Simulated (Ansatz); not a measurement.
**Convergence study of the k-point mesh for LaBi₃ (P4mm, 4 atoms in the cell)**

```xyz
4
Lattice="4.9967 0.0000 0.0000 0.0000 4.9967 0.0000 0.0000 0.0000 4.9967" Properties=species:S:1:pos:R:3 pbc="T T T"
La     0.0000     0.0000     0.0500
Bi     2.4984     0.0000     2.4984
Bi     0.0000     2.4984     2.4984
Bi     2.4984     2.4984     0.0000
```

Method: PBEsol, default PAW files made with PBE (plane waves; Ansatz, an electronic-structure program).

Base settings: basis.ecutwfc = 30.9 Ry; kpoints.mp_grid.grid = 7 7 7; hamiltonian.xc = pbesol; hamiltonian.pseudopotentials = {kind: paw} (the program's default PAW files); scf.occupations.method = gaussian; scf.occupations.width = 0.0073 Ry.

The second cell is the first with its lattice scaled by 0.98.

Only quantities that move along the ladder and can be compared are tabulated.

The count of work is k-points × plane waves × bands × iterations; it is no time. Core times come from one kind of shared machine, to one figure; runs under 30 s give none.

The starting cell comes from a database of computed structures (which also holds hypothetical and non-ambient phases and stackings), without a prior relaxation at this level. Its lattice was rescaled by up to half a per cent. One atom was moved a little off its site on purpose. Ansatz's pressure includes its estimate of the finite-basis (Pulay) stress.

Steps (kpoints.mp_grid.grid): 1 1 1; 2 2 2; 3 3 3; 4 4 4; 5 5 5; 6 6 6; 7 7 7; 8 8 8; 9 9 9; 10 10 10; 11 11 11; 13 13 13; 14 14 14; 16 16 16; 18 18 18; 20 20 20; 22 22 22.

**Question.** What is the coarsest kpoints.mp_grid.grid that holds the free energy within 5 meV/atom of the last step, with all finer ones?

**Answer.** 8 8 8, at 0.093 of the last step's count of work; the step before is off by 7.9 meV/atom.

**Question.** What is the coarsest kpoints.mp_grid.grid that holds the forces within 0.02 eV/Å of the last step, with all finer ones?

**Answer.** 5 5 5, at 0.022 of the last step's count of work; the step before is off by 0.021 eV/Å.

**Question.** What is the coarsest kpoints.mp_grid.grid that holds the energy of the compressed cell less the first within 1 meV/atom of the last step, with all finer ones?

**Answer.** 9 9 9, at 0.080 of the last step's count of work; the step before is off by 1.2 meV/atom.

```tsv
kpoints.mp_grid.grid	free energy less the last step's (meV/atom)	energy of the compressed cell less the first (meV/atom)	pressure (GPa)	largest difference of a force vector from the last step's (eV/Å)	count of work / last	core time / last (rough)
1 1 1	1878.17	63.24	3.84	1.792	0.0020	–
2 2 2	6.58	14.89	-0.64	0.023	0.0075	–
3 3 3	124.10	6.22	-1.04	0.046	0.0064	–
4 4 4	-7.38	-5.69	-2.12	0.021	0.019	–
5 5 5	0.49	-2.83	-1.92	0.010	0.022	–
6 6 6	10.00	-2.10	-1.84	0.005	0.043	–
7 7 7	-7.92	-3.60	-1.99	0.005	0.043	–
8 8 8	-2.05	-2.48	-1.88	0.002	0.093	–
9 9 9	0.37	-4.47	-2.04	0.003	0.080	–
10 10 10	2.65	-3.80	-1.97	0.001	0.13	–
11 11 11	1.41	-3.38	-1.95	0.002	0.13	–
13 13 13	-1.57	-3.72	-1.99	0.000	0.21	0.2
14 14 14	0.01	-3.81	-1.99	0.001	0.31	0.3
16 16 16	0.35	-3.39	-1.95	0.001	0.43	0.4
18 18 18	-0.19	-3.72	-1.98	0.001	0.59	0.6
20 20 20	0.06	-3.77	-1.98	0.000	0.78	0.7
22 22 22	0.00	-3.72	-1.98	0.000	1.0	1
```

The energy difference between the two cells stays within 1 meV/atom of the last step's from 9 9 9 on, the total only from 14 14 14 on: much of the error is common to both cells and cancels.

Keys are those of Ansatz 0.2.
